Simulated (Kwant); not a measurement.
Model system: In0.53Ga0.47As/InP stack with 1 barrier. One parabolic valley. Leads of mass 0.041 mₑ with the band edge at 0; grid 0.1 nm; bias 0 V, dropping linearly over the stack.

| layer | thickness (nm) | band offset (eV) | mass (mₑ) |
|---|---|---|---|
| 1 | 6.7 | 0.25 | 0.08 |

Constants are typed, rounded textbook-type inputs, not results; the design itself was drawn at random and stands for no fabricated device.

Computed with Kwant: one-band effective-mass tight-binding model in one dimension, coherent, no space charge.

Sweep values stay those of the base run.

Base results: transmission at E = 0.09114 eV 0.0017; mean transmission over the sweep 0.20; transmission at E = 0.2804 eV 0.20; transmission at E = 0.1858 eV 0.015.

**Question.** What follows from this one change: mass in the first barrier 0.08 → 0.1 mₑ?

**Answer.** transmission at E = 0.09114 eV 0.0017 → 0.00068; mean transmission over the sweep 0.20 → 0.19; transmission at E = 0.2804 eV 0.20 → 0.18; transmission at E = 0.1858 eV 0.015 → 0.0071.

**Question.** What follows from this one change: height of the first barrier 0.25 → 0.15 eV?

**Answer.** transmission at E = 0.09114 eV 0.0017 → 0.027; mean transmission over the sweep 0.20 → 0.43; transmission at E = 0.2804 eV 0.20 → 0.93; transmission at E = 0.1858 eV 0.015 → 0.34.

**Question.** What follows from this one change: thickness of the first barrier 6.7 → 8 nm?

**Answer.** transmission at E = 0.09114 eV 0.0017 → 0.00039; mean transmission over the sweep little changed (0.20); transmission at E = 0.2804 eV 0.20 → 0.23; transmission at E = 0.1858 eV 0.015 → 0.0057.
